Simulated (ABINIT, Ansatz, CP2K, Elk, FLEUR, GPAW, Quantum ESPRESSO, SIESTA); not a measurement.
## SnO (P4/nmm, 4 atoms in the cell) computed with different codes at matched settings

Self-consistent single point, at a second geometry (lattice scaled by 0.98). First geometry:

```
SnO
1.0
    3.79126     0.00000     0.00000
    0.00000     3.79126     0.00000
    0.00000     0.00000     4.82887
Sn O
2 2
Direct
  0.50000   0.00000   0.76200
  0.00000   0.50000   0.23800
  0.50000   0.50000   0.00000
  0.00000   0.00000   0.00000
```

Shared settings, as Ansatz (a program for electronic structure) writes them: kpoints.mp_grid.grid = 7 7 6; scf.occupations.method = fermi_dirac; scf.occupations.width = 0.02 eV. Potentials and cutoffs stand in the table.

```json
[
 {"code": "ABINIT", "model": "PBE, norm-conserving pseudopotentials (PseudoDojo nc-sr-05 PBE standard)", "ΔF from the first geometry (meV/atom)": "54.8", "pressure (GPa)": "12.39", "largest force (eV/Å)": "1.447", "cutoff": "1143 eV"},
 {"code": "Quantum ESPRESSO", "model": "PBE, GBRV 1.5 ultrasoft (PBE) pseudopotentials", "ΔF from the first geometry (meV/atom)": "56.4", "pressure (GPa)": "12.62", "largest force (eV/Å)": "1.502", "cutoff": "40 Ry"},
 {"code": "CP2K", "model": "PBE, GPW, DZVP-MOLOPT-SR-GTH basis, GTH-PBE potentials (GTH_POTENTIALS)", "ΔF from the first geometry (meV/atom)": "74.3", "pressure (GPa)": "15.75", "largest force (eV/Å)": "1.877", "cutoff": "grid 450 Ry"},
 {"code": "FLEUR", "model": "PBE, all-electron FLAPW (FLEUR), scalar-relativistic valence", "ΔF from the first geometry (meV/atom)": "52.9", "pressure (GPa)": "–", "largest force (eV/Å)": "1.386", "cutoff": "Kmax 4.4 1/bohr"},
 {"code": "Ansatz", "model": "PBE, default PAW files", "ΔF from the first geometry (meV/atom)": "55.0", "pressure (GPa)": "11.93", "largest force (eV/Å)": "1.454", "cutoff": "default"},
 {"code": "GPAW", "model": "PBE, GPAW PAW datasets PBE (gpaw-data 1.0.1)", "ΔF from the first geometry (meV/atom)": "50.0", "pressure (GPa)": "–", "largest force (eV/Å)": "1.387", "cutoff": "900 eV"},
 {"code": "SIESTA", "model": "GGA PBE, numerical atomic orbitals DZP, PseudoDojo PBE standard norm-conserving potentials (rewritten from UPF to PSML)", "ΔF from the first geometry (meV/atom)": "67.6", "pressure (GPa)": "14.91", "largest force (eV/Å)": "1.994", "cutoff": "grid 300 Ry"},
 {"code": "Elk", "model": "PBE, all-electron FP-LAPW, Elk's shipped species files, default APW+lo basis", "ΔF from the first geometry (meV/atom)": "56.8", "pressure (GPa)": "–", "largest force (eV/Å)": "–", "cutoff": "default"}
]
```

For Ansatz (by 0.5 GPa) the energy change implies a higher mean pressure, against the two pressures, than for the other programs: a sign of finite-basis (Pulay) stress.

A dash marks a value that a program does not give, or that is left out as unsure.

The spread over the programs that give each value: ΔF from the first geometry within 24.3 meV/atom; pressure within 3.82 GPa; largest force within 0.608 eV/Å.

CP2K and SIESTA use small atom-centred bases, whose incompleteness enters pressures, forces and empty levels differently from a plane-wave cutoff. FLEUR and Elk treat all electrons, but the usual bases taken here (sphere radii, linearisation, local orbitals, empty states) were not tested for convergence, so the values are no reference for the others. Ansatz's pressure is given at a fixed set of plane waves, as the other plane-wave codes print theirs; with its correction for the finite basis it is 12.45 GPa (the shift of 0.53 GPa shows how far the cutoff is from converged). The pressure of GPAW is left out: its cutoff lies under the one at which its stress was checked. In the pressure, CP2K (by 3.37) and SIESTA (by 2.53) lie more than 1 GPa from the median of the plane-wave programs. In the force vectors, CP2K (by 0.426) and SIESTA (by 0.543) lie more than 0.08 eV/Å from the median of the plane-wave programs.

The starting cell has typed, rounded lattice constants, without a prior relaxation at this level. Its lattice was rescaled by a random factor within 2.5 % of one. For this run, on top of that: lattice scaled by 0.98.

Keys are those of Ansatz 0.2.
